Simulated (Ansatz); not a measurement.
Consider PbS in the rock salt structure (space group Fm-3m, No. 225; a = 6.0089 Å).

Computed with PBE in Ansatz (plane waves to 420 eV, PAW, no spin-orbit coupling).

Base values:

| Quantity | Result |
|---|---|
| Pressure | 0.00 GPa |
| Valley order | L along ⟨111⟩ 0.49 eV; a point along ⟨110⟩, about 0.6 Å⁻¹ from Γ 1.36 eV |

It is then changed as follows: an isotropic linear strain of −2.00 %, atoms relaxed at fixed cell.

**Question.** How does this affect the pressure?

**Answer.** The pressure goes from zero to 3.65 GPa.

**Question.** How does this affect the mean gap deformation potential ΔEg/Δln V?

**Answer.** The mean gap deformation potential ΔEg/Δln V is +3.6 eV.

**Question.** What happens to the valley order?

**Answer.** The valley order (the lowest conduction-band minima on the path, energy above the VBM, named in the base's zone) changes from L along ⟨111⟩ 0.49 eV; a point along ⟨110⟩, about 0.6 Å⁻¹ from Γ 1.36 eV to L along ⟨111⟩ 0.27 eV; a point along ⟨110⟩, about 0.7 Å⁻¹ from Γ 1.21 eV.

Spin-orbit coupling, missing from the scalar runs, can matter with Pb. Stability against distortions was not tested. The zero or small gap of PbS under isotropic strain −2.00 % can change with the level of theory.

Ansatz is a quantum-chemistry and plane-wave program.
